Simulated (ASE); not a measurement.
Pair distribution function (B-B) of TiB2 (AlB2 type), cell Ti36B72, started from the crystal [in the run: it stayed crystalline; mean temperature 299 K (target 300 K); density 4.45 g/cm³], from MD at 299 K. Calculation: the machine-learned potential CHGNet 0.3.0 run with ASE. Volume per atom 8.64 Å³, mean pressure 0.1 GPa. 

(r (Å), g(r)): (1.02, 0.00); (1.06, 0.00); (1.10, 0.00); (1.14, 0.00); (1.18, 0.00); (1.22, 0.00); (1.26, 0.00); (1.30, 0.00); (1.34, 0.00); (1.38, 0.00); (1.42, 0.00); (1.46, 0.00); (1.50, 0.00); (1.54, 0.00); (1.58, 0.01); (1.62, 0.24); (1.66, 1.65); (1.70, 4.75); (1.74, 7.09); (1.78, 5.92); (1.82, 3.42); (1.86, 1.40); (1.90, 0.42); (1.94, 0.10); (1.98, 0.02); (2.02, 0.00); (2.06, 0.00); (2.10, 0.00); (2.14, 0.00); (2.18, 0.00); (2.22, 0.00); (2.26, 0.00); (2.30, 0.00); (2.34, 0.00); (2.38, 0.00); (2.42, 0.00); (2.46, 0.00); (2.50, 0.00); (2.54, 0.00); (2.58, 0.00); (2.62, 0.00); (2.66, 0.00); (2.70, 0.00); (2.74, 0.00); (2.78, 0.01); (2.82, 0.04); (2.86, 0.19); (2.90, 0.63); (2.94, 1.49); (2.98, 2.61); (3.02, 3.43); (3.06, 3.61); (3.10, 2.88); (3.14, 2.04); (3.18, 1.35); (3.22, 1.04); (3.26, 0.85); (3.30, 0.68); (3.34, 0.57); (3.38, 0.61); (3.42, 0.81); (3.46, 1.24); (3.50, 1.63); (3.54, 1.88); (3.58, 2.02); (3.62, 2.08); (3.66, 2.00); (3.70, 1.85); (3.74, 1.52); (3.78, 1.10); (3.82, 0.67); (3.86, 0.35); (3.90, 0.14); (3.94, 0.06); (3.98, 0.02); (4.02, 0.00); (4.06, 0.00); (4.10, 0.01); (4.14, 0.02); (4.18, 0.06); (4.22, 0.19); (4.26, 0.48); (4.30, 0.94); (4.34, 1.56); (4.38, 2.16); (4.42, 2.62); (4.46, 2.68); (4.50, 2.40); (4.54, 2.10)

### Question
From these data, give where the first shell ends and the number of neighbours in it.

### Answer
g is nil from 2.0 to 2.7 Å, so any cut there serves; 3.0 B round each B in the shell, from n = 4πρ∫r²g(r)dr.
